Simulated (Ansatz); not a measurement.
Given:

```
Os
1.0
    2.74267     0.00000     0.00000
    1.37134     2.37522     0.00000
    0.00000     0.00000     4.29735
Os
2
Direct
  0.66667   0.66667   0.75000
  0.33333   0.33333   0.25000
```

No spin polarisation.

All numbers come from PBEsol, PAW, 420 eV (Ansatz, a first-principles code; no spin-orbit coupling). Settings: 24×24×14 k-points, 0.1 eV Fermi–Dirac smearing.

Task: What is the computed band gap?

Result: Zero.

Task: What mean in-plane stress (compression positive) does the calculation give?

Result: -4.3 GPa.

The cells carry an imposed strain or load. No phonon test of stability was made. The final runs are not spin-polarised. The cell was made from Os in the hcp (Mg type) structure (space group P6_3/mmc, No. 194) by this change: biaxial strain +0.50 %, plane normal [001], relaxed out of plane.
